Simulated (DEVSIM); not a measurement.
Structure: abrupt Si p-n junction, at 300 K.

Layer 1 from the left is Si, thickness (μm) 1.80, Na (cm⁻³) 3.5e15, τn (s) 4e-7, τp (s) 4e-7. Layer 2 from the left is Si, thickness (μm) 300, Nd (cm⁻³) 2.6e16, τn (s) 4e-7, τp (s) 4e-7.

Left contact: ohmic. Right contact: ohmic. Voltage is applied to the left contact. Recombination: SRH at mid-gap, Auger. Mobility is constant in doping.

Constants are typed, rounded textbook-type inputs, not results; the design itself was drawn at random and stands for no fabricated device. Values at 300 K.

Si: gap (eV) 1.124, affinity (eV) 4.05, permittivity 11.7, Nc (cm⁻³) 2.86e19, Nv (cm⁻³) 3.1e19, μn (cm²/Vs) 1417, μp (cm²/Vs) 470, Cn (cm⁶/s) 2.8e-31, Cp (cm⁶/s) 9.9e-32.

### Question
Estimate by hand the built-in potential, the peak field at zero bias, the capacitance at -0.6 V, and compare with a numerical solution.

### Answer

- Built-in potential: ni = √(Nc Nv) exp(−Eg/2kT) = 1.08e10 cm⁻³ with Eg = 1.124 eV; Vbi = kT/q ln(Na Nd/ni²) = 0.708 V; numerical 0.708 V.
- Peak field at zero bias: depletion approximation: W = √(2εVbi/(qN)) = 0.545 μm with N = 3.08e15 cm⁻³; field = 2Vbi/W = 26000 V/cm; numerical 25100 V/cm (estimate above by 3.5 %).
- Capacitance at -0.6 V: C = √(qεN / 2(Vbi + |V|)) = 14.0 nF/cm²; numerical 14.3 nF/cm² (estimate below by 2.0 %).

Model (solved in DEVSIM): 1D drift-diffusion, Boltzmann statistics, complete ionisation; no tunnelling, impact ionisation, image-force lowering or self-heating.
